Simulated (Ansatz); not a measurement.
Consider AlN in the zinc blende structure (space group F-43m, No. 216; a = 4.4032 Å). Axes: x, y, z lie along the cube axes.

Computed with DFT with PBE, PAW potentials and a 420 eV plane-wave cutoff in Ansatz (a program for electronic structure), no SOC.

One thing is altered: the cell is scaled by 1.0050 in all directions, atoms relaxed at fixed cell.

**Question.** Predict the stress tensor and what it implies for the stiffness.

**Answer.** Stress of the strained cell less that of the base (GPa, compression positive):
```
  -2.80    0.00    0.00
   0.00   -2.80    0.00
   0.00    0.00   -2.80
```

Then B = −ΔP/(ΔV/V₀) with ΔV/V₀ = 0.0151 gives secant stiffness values (nonlinear terms included at this strain): B ≈ 186 GPa.

Whether these cells are dynamically stable was not tested. This is not the structure that AlN has at room temperature and ambient pressure.
